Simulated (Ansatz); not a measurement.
The parent structure is MoS$_{2}$ in the 3R-MoS2 type structure (space group R3m, No. 160; layered, stacked along the Cartesian z axis).

```
MoS2
1.0
    1.58761     0.91661     6.19494
   -1.58761     0.91661     6.19494
    0.00000    -1.83321     6.19494
Mo S
1 2
Direct
  0.00000   0.00000   0.00000
  0.75030   0.75030   0.75030
  0.58300   0.58300   0.58300
```

Cartesian axes are those of the cell as printed.

Calculations: DFT with r2SCAN+rVV10, PAW potentials and a 500 eV plane-wave cutoff in Ansatz (an electronic-structure program), spin-orbit coupling left out.

Modification: an isotropic linear strain of −2.53 %; the atoms relax in the strained cell.

### Question
Predict the stress tensor and what it implies for the stiffness.

### Answer
Stress of the strained cell less that of the base (GPa, compression positive):
```
   9.01    0.00    0.00
   0.00    9.01    0.00
   0.00    0.00    2.61
```

Then B = −ΔP/(ΔV/V₀) with ΔV/V₀ = -0.0740 gives secant stiffness values (nonlinear terms included at this strain): B (at held cell shape, above the free-shape value) ≈ 93 GPa.

As a check, the harmonic strain energy −½ V₀ Δσ:ε is 29 meV/atom; the computed energy rise is 27 meV/atom.

No phonon test of stability was made.
